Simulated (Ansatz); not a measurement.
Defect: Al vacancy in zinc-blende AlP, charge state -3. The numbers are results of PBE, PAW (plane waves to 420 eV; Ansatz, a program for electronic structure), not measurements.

64-site cell at the relaxed PBE lattice, a 2×2×2 k-point mesh shifted by half a step, smearing 0.01 eV, spin-restricted, no finite-size correction. Static, classical nuclei. The charge state is imposed; whether it is stable for some Fermi level was not computed. Forms of the defect that were not tried may lie lower.

Barriers: single points on a 3×3×3 k-point mesh shifted by half a step at the bands' geometries.

Relaxed starting cell (atoms counted from 1):

```yaml
crystal:
  lattice:
    - [11.01654, 0.00000, 0.00000]
    - [0.00000, 11.01654, 0.00000]
    - [0.00000, 0.00000, 11.01654]
  atoms:
    - { symbol: Al, position: [0.99993, 0.99991, 0.50014] }
    - { symbol: Al, position: [0.99993, 0.49989, 0.00013] }
    - { symbol: Al, position: [0.99998, 0.49995, 0.50014] }
    - { symbol: Al, position: [0.49988, 0.99990, 0.00013] }
    - { symbol: Al, position: [0.49995, 0.99995, 0.50012] }
    - { symbol: Al, position: [0.49996, 0.49995, 0.00014] }
    - { symbol: Al, position: [0.49995, 0.49993, 0.50014] }
    - { symbol: P, position: [0.12454, 0.12450, 0.37329] }
    - { symbol: P, position: [0.11690, 0.11685, 0.88322] }
    - { symbol: P, position: [0.12433, 0.62498, 0.37508] }
    - { symbol: P, position: [0.12449, 0.62677, 0.87553] }
    - { symbol: P, position: [0.62502, 0.12430, 0.37508] }
    - { symbol: P, position: [0.62681, 0.12445, 0.87554] }
    - { symbol: P, position: [0.62525, 0.62522, 0.37481] }
    - { symbol: P, position: [0.62502, 0.62498, 0.87576] }
    - { symbol: Al, position: [0.99311, 0.24435, 0.24457] }
    - { symbol: Al, position: [0.00678, 0.24431, 0.75572] }
    - { symbol: Al, position: [0.00682, 0.75550, 0.24453] }
    - { symbol: Al, position: [0.99305, 0.75550, 0.75572] }
    - { symbol: Al, position: [0.49967, 0.24869, 0.24890] }
    - { symbol: Al, position: [0.50025, 0.24868, 0.75138] }
    - { symbol: Al, position: [0.50023, 0.75117, 0.24888] }
    - { symbol: Al, position: [0.49966, 0.75114, 0.75136] }
    - { symbol: P, position: [0.12454, 0.37304, 0.12473] }
    - { symbol: P, position: [0.12431, 0.37487, 0.62518] }
    - { symbol: P, position: [0.11684, 0.88305, 0.11702] }
    - { symbol: P, position: [0.12453, 0.87532, 0.62701] }
    - { symbol: P, position: [0.62500, 0.37488, 0.12448] }
    - { symbol: P, position: [0.62526, 0.37462, 0.62543] }
    - { symbol: P, position: [0.62682, 0.87535, 0.12470] }
    - { symbol: P, position: [0.62499, 0.87555, 0.62516] }
    - { symbol: Al, position: [0.24435, 0.99307, 0.24456] }
    - { symbol: Al, position: [0.24436, 0.00675, 0.75570] }
    - { symbol: Al, position: [0.24872, 0.49962, 0.24890] }
    - { symbol: Al, position: [0.24870, 0.50019, 0.75138] }
    - { symbol: Al, position: [0.75555, 0.00677, 0.24453] }
    - { symbol: Al, position: [0.75552, 0.99302, 0.75571] }
    - { symbol: Al, position: [0.75120, 0.50021, 0.24887] }
    - { symbol: Al, position: [0.75120, 0.49962, 0.75136] }
    - { symbol: P, position: [0.37307, 0.12450, 0.12475] }
    - { symbol: P, position: [0.37492, 0.12428, 0.62518] }
    - { symbol: P, position: [0.37490, 0.62496, 0.12449] }
    - { symbol: P, position: [0.37465, 0.62522, 0.62543] }
    - { symbol: P, position: [0.88306, 0.11684, 0.11704] }
    - { symbol: P, position: [0.87533, 0.12448, 0.62702] }
    - { symbol: P, position: [0.87537, 0.62682, 0.12470] }
    - { symbol: P, position: [0.87558, 0.62497, 0.62516] }
    - { symbol: Al, position: [0.24439, 0.24436, 0.99330] }
    - { symbol: Al, position: [0.24872, 0.24869, 0.49985] }
    - { symbol: Al, position: [0.24432, 0.75548, 0.00698] }
    - { symbol: Al, position: [0.24872, 0.75116, 0.50041] }
    - { symbol: Al, position: [0.75552, 0.24430, 0.00697] }
    - { symbol: Al, position: [0.75120, 0.24870, 0.50041] }
    - { symbol: Al, position: [0.75556, 0.75554, 0.99322] }
    - { symbol: Al, position: [0.75117, 0.75115, 0.49982] }
    - { symbol: P, position: [0.37466, 0.37461, 0.37483] }
    - { symbol: P, position: [0.37494, 0.37489, 0.87578] }
    - { symbol: P, position: [0.37492, 0.87557, 0.37509] }
    - { symbol: P, position: [0.37304, 0.87530, 0.87552] }
    - { symbol: P, position: [0.87560, 0.37491, 0.37510] }
    - { symbol: P, position: [0.87533, 0.37302, 0.87554] }
    - { symbol: P, position: [0.87536, 0.87533, 0.37322] }
    - { symbol: P, position: [0.88311, 0.88310, 0.88326] }
```
Cell charge -3.

End state 1 differs by these moves (Å; atoms that move under 0.08 Å are left out):

| atom | element | Δx | Δy | Δz |
|---|---|---|---|---|
| 1 | Al | -0.08 | -0.07 | -0.06 |
| 2 | Al | -0.08 | 0.06 | 0.07 |
| 3 | Al | 0.08 | 0.06 | -0.06 |
| 9 | P | 0.08 | 0.08 | -0.08 |
| 10 | P | -0.08 | 0.08 | -0.08 |
| 16 | Al | 0.08 | 0.06 | 0.07 |
| 17 | Al | -0.08 | 0.06 | -0.06 |
| 18 | Al | 0.00 | 2.63 | -2.63 |
| 19 | Al | 0.08 | -0.07 | -0.06 |
| 26 | P | 0.00 | -0.18 | 0.18 |
| 33 | Al | 0.05 | -0.09 | -0.06 |
| 34 | Al | -0.05 | 0.06 | 0.09 |
| 36 | Al | 0.00 | -0.14 | 0.14 |
| 37 | Al | -0.05 | 0.06 | -0.05 |
| 38 | Al | 0.05 | 0.05 | -0.06 |
| 44 | P | -0.08 | 0.06 | 0.10 |
| 46 | P | 0.08 | 0.06 | 0.10 |
| 48 | Al | 0.05 | 0.06 | 0.09 |
| 51 | Al | -0.05 | -0.09 | -0.06 |
| 52 | Al | -0.05 | 0.05 | -0.06 |
| 54 | Al | 0.00 | -0.14 | 0.14 |
| 55 | Al | 0.05 | 0.06 | -0.05 |
| 62 | P | 0.08 | -0.10 | -0.06 |
| 63 | P | -0.09 | -0.10 | -0.07 |

### Question
Predict the forward and backward barriers to end state 1 from PBE, PAW.

### Answer
forward 1.61 eV, backward 1.61 eV; at the saddle point atom 18 has neighbours P at 2.27, 2 P at 2.66, 2 P at 2.68 Å. The saddle point's order was not checked, and it lies on a symmetry element of the cell, where a band can be held.
